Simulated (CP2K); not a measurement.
CP2K run on TiB2 (P1, 3 atoms in the cell): self-consistent single point.

Computed with CP2K 2026.2 with PBE, GPW, DZVP-MOLOPT-SR-GTH basis, GTH-PBE potentials (GTH_POTENTIALS).

The change in words: lattice scaled by 0.98. Reference geometry:
```
TiB2
1.0
    3.02593     0.00000     0.00000
   -1.51296     2.62053     0.00000
    0.00000     0.00000     3.22877
Ti B
1 2
Direct
  0.00766   0.00190   0.00025
  0.32625   0.66338   0.50323
  0.66609   0.33472   0.49652
```

Reference input (self-consistent single point, DFT PBE, GPW, DZVP-MOLOPT-SR-GTH basis, GTH-PBE potentials (GTH_POTENTIALS)): CUTOFF = 600 Ry; REL_CUTOFF = 40 Ry; SMEAR/METHOD = FERMI_DIRAC; ELECTRONIC_TEMPERATURE = 580.23 K; KPOINTS/SCHEME = MONKHORST-PACK 8 8 7; GAMMA_CENTERED = T; XC_FUNCTIONAL = PBE; Ti/BASIS_SET = DZVP-MOLOPT-SR-GTH-q12; Ti/POTENTIAL = GTH-PBE-q12; B/BASIS_SET = DZVP-MOLOPT-SR-GTH-q3; B/POTENTIAL = GTH-PBE-q3; METHOD = GPW. This run's input differs from it in these lines:

```diff
@@ -64,5 +64,5 @@
     &CELL
-      A 3.02593000 0.00000000 0.00000000
-      B -1.51296500 2.62053200 0.00000000
-      C 0.00000000 0.00000000 3.22877000
+      A 2.96541100 0.00000000 0.00000000
+      B -1.48270600 2.56812100 0.00000000
+      C 0.00000000 0.00000000 3.16419500
       PERIODIC XYZ
```

Output, abridged:

```
 SCF WAVEFUNCTION OPTIMIZATION

  Step     Update method      Time    Convergence         Total energy    Change
     1 NoMix/Diag. 0.30E+00      -     1.71059546       -64.9559886117 -6.50E+01
     2 Broy./Diag. 0.30E+00      -     0.12099417       -65.0810726664 -1.25E-01
     3 Broy./Diag. 0.30E+00      -     0.08211269       -64.1990161229  8.82E-01
     4 Broy./Diag. 0.30E+00      -     0.05154845       -63.8580382184  3.41E-01
     5 Broy./Diag. 0.30E+00      -     0.02117474       -64.1858782181 -3.28E-01
     6 Broy./Diag. 0.30E+00      -     0.00139828       -63.9832116424  2.03E-01
   [... 4 lines left out ...]
    11 Broy./Diag. 0.30E+00      -     0.00000831       -63.9760112155 -1.35E-04
    12 Broy./Diag. 0.30E+00      -     0.00000119       -63.9760783813 -6.72E-05
    13 Broy./Diag. 0.30E+00      -     0.00000030       -63.9760899181 -1.15E-05
    14 Broy./Diag. 0.30E+00      -     0.00000006       -63.9760921346 -2.22E-06
  *** SCF run converged in    14 steps ***

  Overlap energy of the core charge distribution:               0.00000040608942
  Self energy of the core charge distribution:               -119.01795695538600
  Core Hamiltonian energy:                                     31.59008816500584
  Hartree energy:                                              33.14827588226373
  Exchange-correlation energy:                                 -9.69648143506138
  Electronic entropic energy:                                  -0.00001819746549
  Fermi energy:                                                 0.49224794818965

  Total energy:                                               -63.97609213456156
  Total energy (extrapolated to T->0):                        -63.97608303582881

   [... lines left out ...]

 STRESS| Analytical stress tensor [bar]
 STRESS|                        x                   y                   z
 STRESS|      x        2.05615850965E+05   4.21359695827E+03   1.14584034302E+02
 STRESS|      y        4.21359695827E+03   1.97604119559E+05   3.40071022726E+01
 STRESS|      z        1.14584034302E+02   3.40071022726E+01   1.38812598815E+05
 STRESS| 1/3 Trace                                             1.80677523113E+05
```

The run converged in 14 iterations. Against the reference run the free energy rises by 27.9 meV/atom, the pressure goes from 0.59 to 18.07 GPa and the largest force goes from 0.508 to 0.585 eV/Å.

The starting cell comes from a database of computed structures (which also holds hypothetical and non-ambient phases and stackings), without a prior relaxation at this level. Its atoms were displaced at random from the sites of space group no. 191. For this run, on top of that: lattice scaled by 0.98. Spin polarisation is off. Values carry the incompleteness of an atom-centred basis. With a pressure of about 18 GPa the cell is away from its equilibrium volume at this level.

Cost on one core of a shared machine: roughly 2 min.
